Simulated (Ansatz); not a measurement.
Functionals compared on the (31-41) surface of hcp Mg in its 1x1 cell, outermost plane spacing 0.13 Å in the ideal cut, in Ansatz (plane waves, PAW). The structure was relaxed with PBE; the other rows are single points on it, each with its references at the same level. Cutoff 420 eV (500 eV for r2SCAN).

Slab: 28 atoms, 10.0 Å thick at the start (thin: gaps and levels are the slab's own); k 6x4x1, smearing 0.1 eV, dipole-corrected; all atoms relaxed; symmetry of the start imposed; no spin, no spin-orbit, no U. These notes are the PBE run's.

```json
[
 {"functional": "PBE", "surface energy (J/m²)": "0.70", "work function of the top face (eV)": "3.54", "rough cost of the single point": "–"},
 {"functional": "LDA", "surface energy (J/m²)": "0.78", "work function of the top face (eV)": "3.68", "rough cost of the single point": "roughly 6 core-minutes"},
 {"functional": "PBEsol", "surface energy (J/m²)": "0.77", "work function of the top face (eV)": "3.58", "rough cost of the single point": "very roughly 6 core-minutes"},
 {"functional": "RPBE", "surface energy (J/m²)": "[?]", "work function of the top face (eV)": "[?]", "rough cost of the single point": "around 6 core-minutes (rough)"},
 {"functional": "r2SCAN", "surface energy (J/m²)": "0.78", "work function of the top face (eV)": "3.60", "rough cost of the single point": "very roughly 13 core-minutes"}
]
```

Question: What belongs in the gaps?

Answer: 
- RPBE, surface energy (J/m²): 0.64
- RPBE, work function of the top face (eV): 3.47

Ansatz is a first-principles code.
